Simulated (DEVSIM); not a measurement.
System: Schottky contact on n-type β-Ga2O3, at 300 K.

Layer 1 from the left is β-Ga2O3, thickness (μm) 1.90, Nd (cm⁻³) 1.8e16, τn (s) 2.7e-9, τp (s) 2.7e-9.

Left contact: Schottky, work function 5.75 eV, emission velocity 3.6e6 cm/s. Right contact: ohmic. Voltage is applied to the left contact. Recombination: SRH at mid-gap. Mobility is constant in doping.

The device is made up for the run: typed textbook-type constants, with dimensions and the other settings drawn at random. Values at 300 K.

β-Ga2O3: gap (eV) 4.8, affinity (eV) 4, permittivity 10, Nc (cm⁻³) 3.7e18, Nv (cm⁻³) 5e20, μn (cm²/Vs) 160, μp (cm²/Vs) 1.

### Question
Estimate by hand the built-in potential, the peak field at zero bias, the capacitance at -1.5 V, and compare with a numerical solution.

### Answer

- Built-in potential: barrier φB = 1.750 eV; Vbi = φB − kT/q ln(N_band/N) = 1.612 V; numerical 1.612 V.
- Peak field at zero bias: depletion approximation: W = √(2εVbi/(qN)) = 0.315 μm with N = 1.80e16 cm⁻³; field = 2Vbi/W = 102000 V/cm; numerical 102000 V/cm (estimate above by 0.96 %).
- Capacitance at -1.5 V: C = √(qεN / 2(Vbi + |V|)) = 20.3 nF/cm²; numerical 20.3 nF/cm².

Simulated with DEVSIM: 1D drift-diffusion, Boltzmann statistics, complete ionisation; no tunnelling, impact ionisation, image-force lowering or self-heating. Metal contacts follow the ideal Schottky-Mott rule: no Fermi-level pinning, no interface dipoles.
